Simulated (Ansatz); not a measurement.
Levels about the gap of amorphous silicon nitride (Si$_{36}$N$_{48}$) (84 atoms in a cell of 992 Å³, 2.82 g/cm³; zone centre alone, so wide bands show as single levels with stretches between that a denser mesh fills), at the geometry that PBE relaxed, where it gives 0.1 GPa on a denser mesh. Exact exchange is cut at the faces of this small cell, which leaves a finite-size error. The participation number counts the atoms over which a state spreads; weights are charges in smoothed Voronoi cells. The levels come from a single point, so bond lengths are those of that geometry. Method of the levels: HSE06, scalar-relativistic without spin-orbit coupling (Ansatz, a first-principles code). Sampling: the zone centre alone; Fermi-Dirac width 0.01 eV; collinear spin, started from moments on atoms (the moments died out). At PBE the levels at the filled edge of the gap are localised (band-tail or defect states).

The cell was made by melting and quenching with the CHGNet potential and then relaxed with DFT. N atoms were pushed apart under 1.9 Å during the dynamics, to hinder bonds among them. It is the lowest in DFT energy of 2 quenches. It is a model cell: composition and starting density were chosen by hand, and all elements were melted together. No dispersion term was used. Its density started from a set value of 2.72 and ended at 2.82 g/cm³. The quench (nominally 150 K/ps over its main leg) was far faster than any real one, so the model tends to hold more defects than a real film. One small periodic cell is one sample of the glass; other quenches scatter about these values. The volume was free in the relaxation, at fixed shape. Stress components on the final sampling reach 6.8 GPa.

```
E - E(highest filled), eV  filling  spin  participation number        largest on  weight N  weight Si
-------------------------  -------  ----  --------------------  ----------------  --------  ---------
-0.31                       filled    dn                  19.2   N, 3 neighbours      0.91       0.09
-0.21                       filled    up                   4.5   N, 2 neighbours      0.89       0.11
-0.21                       filled    dn                   4.5   N, 2 neighbours      0.89       0.11
-0.10                       filled    up                   9.3   N, 3 neighbours      0.90       0.10
-0.10                       filled    dn                   9.3   N, 3 neighbours      0.90       0.10
0.00                        filled    up                   3.9   N, 2 neighbours      0.87       0.13
0.00                        filled    dn                   3.9   N, 2 neighbours      0.87       0.13
4.08                         empty    dn                  33.5  Si, 4 neighbours      0.51       0.49
4.08                         empty    up                  33.5  Si, 4 neighbours      0.51       0.49
4.56                         empty    dn                  10.7  Si, 4 neighbours      0.41       0.59
4.56                         empty    up                  10.7  Si, 4 neighbours      0.41       0.59
4.80                         empty    dn                  17.6  Si, 4 neighbours      0.45       0.55
4.80                         empty    up                  17.6  Si, 4 neighbours      0.45       0.55
4.99                         empty    dn                  27.6  Si, 4 neighbours      0.43       0.57
```

Most localised among these is the filled level at +0.00 eV, on a N atom, which has 2 neighbours (Si 1.65 Å, Si 1.66 Å).
